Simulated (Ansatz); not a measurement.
The starting structures come from a database of crystals and need not be the phases stable at ambient conditions.

Tunnelling through a barrier is set by its complex band structure: the current falls as exp(−2κd) with the smallest κ.

Input:

```yaml
crystal:
  lattice:
    - [3.84141, 0.00000, 0.00000]
    - [0.00000, 3.86272, 0.00000]
    - [1.81894, 0.00000, 6.52896]
  atoms:
    - { symbol: Ta, position: [0.35047, 0.00000, 0.79131] }
    - { symbol: Ta, position: [0.64953, 0.00000, 0.20869] }
    - { symbol: O, position: [0.33788, 0.50000, 0.79833] }
    - { symbol: O, position: [0.66212, 0.50000, 0.20167] }
    - { symbol: O, position: [0.81024, 0.00000, 0.87062] }
    - { symbol: O, position: [0.18976, 0.00000, 0.12938] }
    - { symbol: O, position: [0.50000, 0.00000, 0.50000] }
```

The cell is taken as given; by r2SCAN it stands under a pressure of -1.0 GPa.

Transport runs along the normal of the first two printed cell vectors.

The gap is the functional's own. No spin-orbit coupling. Mid-gap values are those at the computed energy nearest the middle.

Q: Compute, with r2SCAN run with Ansatz (a program for electronic structure), the band gap and the smallest decay constant κ at mid-gap.

A: Gap 2.69 eV on a 8×8×6 mesh; κ = 0.339 1/Å, at (0.500, 0.000) of the in-plane reciprocal vectors. At the zone centre the slowest state has κ = 0.46 1/Å.
